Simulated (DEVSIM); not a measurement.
System: Co/SiO2/p-Si capacitor, at 300 K.

| layer (left to right) | material | thickness (nm) | Na (cm⁻³) |
|---|---|---|---|
| 1 | SiO2 | 5.20 | - |
| 2 | Si | 5700 | 1e16 |

Metal gate on the left, work function 5 eV. Fixed charge at the semiconductor interface 0 cm⁻² (in units of +e); interface traps 4e12 cm⁻² eV⁻¹, uniform in energy, neutral level at 0.3 of the gap above the valence band.

Constants are typed, rounded textbook-type inputs, not results; the design itself was drawn at random and stands for no fabricated device. Values at 300 K.

```tsv
parameter	SiO2	Si
gap (eV)	9	1.124
affinity (eV)	0.9	4.05
permittivity	3.9	11.7
Nc (cm⁻³)	-	2.86e19
Nv (cm⁻³)	-	3.1e19
```

DEVSIM, 1D Poisson equation in equilibrium, Boltzmann statistics, complete ionisation; no quantum confinement or tunnelling. Metal contacts follow the ideal Schottky-Mott rule: no Fermi-level pinning, no interface dipoles.

Tabulate band edges, carrier densities and field at 1.0 V on the gate.

Energies count from the Fermi level of the right contact; mesh points crowd at the junctions.

| x (μm) | Ec (eV) | Ev (eV) | n (cm⁻³) | p (cm⁻³) | field (V/cm) |
|---|---|---|---|---|---|
| 0.000 | 3.100 | -5.900 | < 1e2 | < 1e2 | 850000 |
| 0.001196 | 3.202 | -5.798 | < 1e2 | < 1e2 | 850000 |
| 0.002937 | 3.350 | -5.650 | < 1e2 | < 1e2 | 850000 |
| 0.004514 | 3.484 | -5.516 | < 1e2 | < 1e2 | 850000 |
| 0.006035 | 0.395 | -0.729 | 6.5e12 | 1.8e7 | 39000 |
| 0.008541 | 0.405 | -0.719 | 4.5e12 | 2.6e7 | 39000 |
| 0.01385 | 0.426 | -0.698 | 2.0e12 | 5.7e7 | 38000 |
| 0.03306 | 0.495 | -0.628 | 1.4e11 | 8.6e8 | 35000 |
| 0.06950 | 0.613 | -0.511 | 1.5e9 | 7.9e10 | 29000 |
| 0.1517 | 0.801 | -0.323 | 990000 | 1.2e14 | 17000 |
| 0.3370 | 0.914 | -0.210 | 13000 | 9.1e15 | 610 |
| 0.9889 | 0.916 | -0.208 | 12000 | 1.0e16 | ≈ 0 |
| 2.225 | 0.916 | -0.208 | 12000 | 1.0e16 | ≈ 0 |
| 4.048 | 0.916 | -0.208 | 12000 | 1.0e16 | ≈ 0 |
| 5.146 | 0.916 | -0.208 | 12000 | 1.0e16 | ≈ 0 |
| 5.458 | 0.916 | -0.208 | 12000 | 1.0e16 | ≈ 0 |
| 5.592 | 0.916 | -0.208 | 12000 | 1.0e16 | ≈ 0 |
| 5.656 | 0.916 | -0.208 | 12000 | 1.0e16 | ≈ 0 |
| 5.689 | 0.916 | -0.208 | 12000 | 1.0e16 | ≈ 0 |
| 5.699 | 0.916 | -0.208 | 12000 | 1.0e16 | ≈ 0 |
| 5.703 | 0.916 | -0.208 | 12000 | 1.0e16 | ≈ 0 |
| 5.705 | 0.916 | -0.208 | 12000 | 1.0e16 | ≈ 0 |
